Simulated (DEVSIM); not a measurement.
# Ge n-p junction from an implanted or diffused profile

Device: Ge n-p junction from an implanted or diffused profile, at 250 K.

| layer (left to right) | material | thickness (μm) | Na (cm⁻³) | τn (s) | τp (s) |
|---|---|---|---|---|---|
| 1 | Ge | 7.90 | 6.1e15 | 3.6e-7 | 3.6e-7 |

Added donor profile: 5.5e17 cm⁻³ × exp(−(x − 0 μm)²/(2·(0.055 μm)²)). Left contact: ohmic. Right contact: ohmic. Voltage is applied to the left contact. Recombination: SRH at mid-gap, radiative, Auger. Mobility is constant in doping.

This is a model device: material constants are rounded textbook-type values typed into the input, and sizes, dopings and lifetimes were drawn at random. Values at 300 K; Nc and Nv go as T^1.5, mobilities as T to minus their exponent, the gap by Varshni's rule with the affinity fixed.

```
parameter               Ge
----------------  --------
gap (eV)             0.664
affinity (eV)            4
permittivity            16
Nc (cm⁻³)          1.04e19
Nv (cm⁻³)             6e18
μn (cm²/Vs)           3900
μp (cm²/Vs)           1900
T exponent of μn      1.66
T exponent of μp      2.33
B (cm³/s)          6.4e-14
Cn (cm⁶/s)           1e-31
Cp (cm⁶/s)           1e-31
Varshni α (eV/K)  0.000477
Varshni β (K)          235
```

Simulated with DEVSIM: 1D drift-diffusion, Boltzmann statistics, complete ionisation; no tunnelling, impact ionisation, image-force lowering or self-heating.

```
Property                                        Result
---------------------------------------------  -------
Potential step across the device at zero bias  0.483 V
Dark forward voltage at 1 A/cm²                0.267 V
Dark forward voltage at 100 A/cm²              0.377 V
```

Dark reverse current:

```json
[
 {"V (V)": "0.10", "J (A/cm²)": "5.6e-6"},
 {"V (V)": "0.25", "J (A/cm²)": "6.9e-6"},
 {"V (V)": "0.50", "J (A/cm²)": "8.5e-6"},
 {"V (V)": "0.75", "J (A/cm²)": "9.9e-6"},
 {"V (V)": "1.00", "J (A/cm²)": "1.1e-5"},
 {"V (V)": "1.50", "J (A/cm²)": "1.3e-5"},
 {"V (V)": "2.00", "J (A/cm²)": "1.5e-5"},
 {"V (V)": "2.50", "J (A/cm²)": "1.6e-5"},
 {"V (V)": "3.25", "J (A/cm²)": "1.9e-5"},
 {"V (V)": "4.00", "J (A/cm²)": "2.1e-5"},
 {"V (V)": "5.00", "J (A/cm²)": "2.3e-5"}
]
```

Dark forward current:

```
V (V)  J (A/cm²)
-----  ---------
-0.05    -4.1e-5
-0.10   -0.00045
-0.15    -0.0045
-0.20     -0.046
-0.25      -0.46
-0.30       -4.6
-0.35        -39
-0.40       -210
-0.45       -680
-0.50      -1500
-0.55      -2800
```
